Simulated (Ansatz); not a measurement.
Start from WC (space group P-6m2, No. 187; relaxed with 0.1 eV smearing).

```yaml
crystal:
  lattice:
    - [2.91268, 0.00000, 0.00000]
    - [-1.45634, 2.52245, 0.00000]
    - [0.00000, 0.00000, 2.83536]
  atoms:
    - { symbol: W, position: [0.00000, 0.00000, 0.00000] }
    - { symbol: C, position: [0.33333, 0.66667, 0.50000] }
```

Cartesian axes are those of the cell as printed.

The values are results of r2SCAN (Ansatz, a quantum-chemistry and plane-wave program), spin-orbit coupling left out, not measurements.

Modification: a pure shear with ε_xz = ε_zx = 0.0086; the atoms relax in the strained cell.

Problem. How does this affect the energy relative to the base and stress?

Solution. The energy goes up by 3.0 meV/atom; the stress (xx, yy, zz, yz, xz, xy; compression positive) amounts to (0.2, 0.1, 0.1, 0.0, -5.4, 0.0) GPa.

Stability against distortions was not tested. All final runs are without spin polarisation.
